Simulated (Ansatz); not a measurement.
Data:

```
SiC
1.0
    3.05640     0.00000     0.00000
   -1.52820     2.64692     0.00000
    0.00000     0.00000     5.10611
Si C
2 2
Direct
  0.33333   0.66667   0.00044
  0.66667   0.33333   0.50044
  0.33333   0.66667   0.37456
  0.66667   0.33333   0.87456
```

No spin polarisation.

Method: Ansatz (an electronic-structure program) LDA, scalar-relativistic without spin-orbit coupling. Γ-centred 12×12×7 mesh, Fermi–Dirac width 0.05 eV.

Problem. What electron mass does the calculation give?

Solution. 0.27 mₑ along z, 0.43 mₑ across (at K).

Problem. What is the computed smallest direct gap?

Solution. 4.03 eV.

Problem. What band gap does the calculation give?

Solution. 2.03 eV.

The cells carry an imposed strain or load. Masses are band curvatures over ±0.01 Å⁻¹ around the edge. Whether these cells are dynamically stable was not tested. The cell was made from SiC in the wurtzite structure (space group P6_3mc, No. 186) by this change: uniaxial strain ε_zz = +1.80 %.
